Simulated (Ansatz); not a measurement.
LiNbO3: energy against strain

LiNbO3 (R3c, 10.897 Å³/atom and stress up to 0.01 GPa in the relaxed cell, c along z) under a strain ε along c (axis z), the other axes held. PBE in Ansatz, a plane-wave DFT program (PAW, default set), 420 eV, 8×8×8 Γ-centred mesh, Fermi-Dirac smearing 0.05 eV; ions are relaxed, or left where forces stay under 0.02 eV/Å, within the symmetry of each cell.

Here s stands for strain and y for E less E0.

| strain (%) | E less E0 (meV/atom) |
|---|---|
| -1.50 | 1.68 |
| -0.75 | 0.41 |
| 0.00 | 0.00 |
| 0.75 | 0.39 |
| 1.50 | 1.58 |
| 3.00 | ? |

Task: Fit y against s with a parabola, and predict the withheld value at s = 3.00.

Result: Least squares gives y = -0.005 - 0.0293·s + 0.7263·s². Residuals (row less fit): 0.007, -0.016, 0.005, 0.008, -0.005; standard error 0.014 (degrees of freedom: 2). Twice the quadratic coefficient over the volume, 2 × 0.7263 meV × 10⁴ × 0.1602 / 10.897 Å³, is the elastic constant C33 = 214 ± 2 GPa (± standard error of the fit, which holds the terms cut off). At the withheld row, y = -0.005 - 0.0293 × 3.00 + 0.7263 × 3.00² = 6.444 meV/atom. The calculation gives 6.22 meV/atom, 0.224 meV/atom below the prediction (3.6 % of the range of y in the table). The row lies outside the fitted rows, so this is an extrapolation. From the scatter of the fitted rows alone, a prediction at this place has a standard error of 0.059 meV/atom, so the miss is 3.8 times that.

A polynomial of degree 3 through the 8 other runs of the series gives 6.23 there, so most of the miss is curvature that the fit leaves out. The start is a measured cell from the literature; how it stands against other phases or cation orders wasn't checked. Rows are the converged runs of the series near zero and its far end; series whose fitted rows scatter by over a few per cent of the range, as at a crossing or softening among them, aren't shown in this form, nor equations of state whose B0' disagrees with the runs' pressures. Most that stay on the fit to the last digits aren't either.
